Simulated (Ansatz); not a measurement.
The reference is GaN (space group P4_2/mnm, No. 136; a = 5.470 Å, c = 3.183 Å; a hypothetical phase, not in the database extracts checked). Axes: x, y, z lie along a, b, c of the conventional cell.

Modification: biaxial strain +1.17 %, plane normal [001], relaxed out of plane (Cartesian); in-plane vectors clamped, the third vector and the atoms free.

Levels (all Ansatz, an electronic-structure program, PAW): PBEsol (420 eV, without spin-orbit coupling); r2SCAN (500 eV, no spin-orbit coupling); HSE06 (420 eV, no spin-orbit coupling).

One geometry, relaxed with PBEsol, under each level:

| level | band gap | lowest conduction level above the VBM at special points | pressure |
|---|---|---|---|
| PBEsol | 1.82 eV | Γ 1.82 eV; X 4.11 eV; A 4.22 eV; M 4.63 eV | -2.40 GPa |
| r2SCAN | [?] | [?] | [?] |
| HSE06 | 3.11 eV | Γ 3.11 eV; X 5.52 eV; A 5.65 eV | – |

Give the withheld r2SCAN results.


- r2SCAN, band gap: 2.27 eV
- r2SCAN, lowest conduction level above the VBM at special points: Γ 2.27 eV; X 4.64 eV; A 4.82 eV; M 5.23 eV
- r2SCAN, pressure: -2.66 GPa

Single points use the geometry relaxed with PBEsol. Their cutoffs differ, which shifts pressures a little. Whether these cells are dynamically stable was not tested.
